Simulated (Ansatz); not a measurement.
## A computed series for hypothetical I4_132 Si: pressure series

Base system: Si (space group I4_132, No. 214; a = 6.438 Å; a hypothetical phase, not in the database extracts checked).

Cell and atoms are relaxed at each pressure.

Method: PBE (Ansatz, a program for electronic structure, PAW, no spin-orbit coupling).

Notes on the quantities. enthalpy: H = E + PV relative to the base's energy.

| case | lattice parameter a | enthalpy |
|---|---|---|
| base | 6.438 Å | – |
| pressure −2 GPa | 6.554 Å | -0.43 eV/atom |
| pressure −1 GPa | 6.491 Å | -0.21 eV/atom |
| pressure 0.3 GPa | 6.423 Å | +0.06 eV/atom |
| pressure 0.7 GPa | 6.404 Å | +0.14 eV/atom |
| pressure 1.5 GPa | 6.369 Å | +0.31 eV/atom |
| pressure 3 GPa | 6.310 Å | +0.61 eV/atom |
| pressure 5 GPa | 6.242 Å | +0.99 eV/atom |
| pressure 7.5 GPa | 6.168 Å | +1.46 eV/atom |
| pressure 10 GPa | 6.104 Å | +1.91 eV/atom |

Load acts through the strain it causes; cell and atoms are relaxed under it. No phonon test of stability was made. Competing high-pressure phases were not computed.
